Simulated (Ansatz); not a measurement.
Start from CdS in the zinc blende structure (space group F-43m, No. 216; a = 5.8242 Å). Axes: x, y, z lie along the cube axes.

Computed with PBEsol (Ansatz, an electronic-structure program), no spin-orbit coupling.

For the base:

| Quantity | Value |
|---|---|
| Electron mass | 0.11 mₑ (at Γ) |
| Valence-band top at Γ | 0.00, 0.00, 0.00 eV |

Perturbation: compressive biaxial strain of 2.50 % in the plane normal to [001], as in epitaxy on a mismatched substrate; the out-of-plane cell vector and the atoms relax.

Q: How does this affect the in-plane stress?

A: The mean in-plane stress (compression positive) is +1.3 GPa.

Q: How does this affect the electron mass?

A: The electron mass goes from 0.11 mₑ (at Γ) to 0.12 mₑ out of plane, 0.11 mₑ in plane (at Γ).

Q: How does this affect the valence-band top at Γ?

A: The valence-band top at Γ (three highest levels, from the VBM) goes from 0.00, 0.00, 0.00 eV to 0.00, 0.00, -0.21 eV.

Q: Predict the new out-of-plane strain.

A: The out-of-plane strain is +3.60 %.

The levels and masses belong to the bands next to the band gap. Masses are band curvatures over ±0.01 Å⁻¹ around the edge. Stability against distortions was not tested.
